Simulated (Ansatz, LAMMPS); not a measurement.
Si well of 9 atomic layers along [001] in random Si0.5Ge0.5, interfaces graded over 8 layers. Cell 16.85 × 16.85 × 49.91 Å, Si413Ge235, 648 atoms. Prepared with Tersoff's 1989 multicomponent potential (SiCGe.tersoff) (LAMMPS): minimisation. 

Basis: localised support functions (accuracy medium) on a full density matrix. k-points: zone centre alone; occupations: Fermi-Dirac, 0.010 eV; spin polarisation not allowed. Spin-orbit coupling is left out.

What gap and bonding does Ansatz (a program for electronic structure) with PBE, support functions at accuracy medium on the grid of 370 eV give?


- Kohn-Sham gap of the cell on its k-mesh: 0.30 eV
- weight of the highest filled level on the well: 0.21
- weight of the lowest empty level on the well: 0.84
- coordination (neighbours within 2.868 Å): 100.0 % 4-fold
- Ge-Ge bonds, mean ± spread: 2.480 ± 0.007 Å
- Ge-Si bonds, mean ± spread: 2.434 ± 0.009 Å
- Si-Si bonds, mean ± spread: 2.390 ± 0.009 Å
- bond angles, mean ± spread: 109.5° ± 1.3°
- pressure: -1.10 GPa
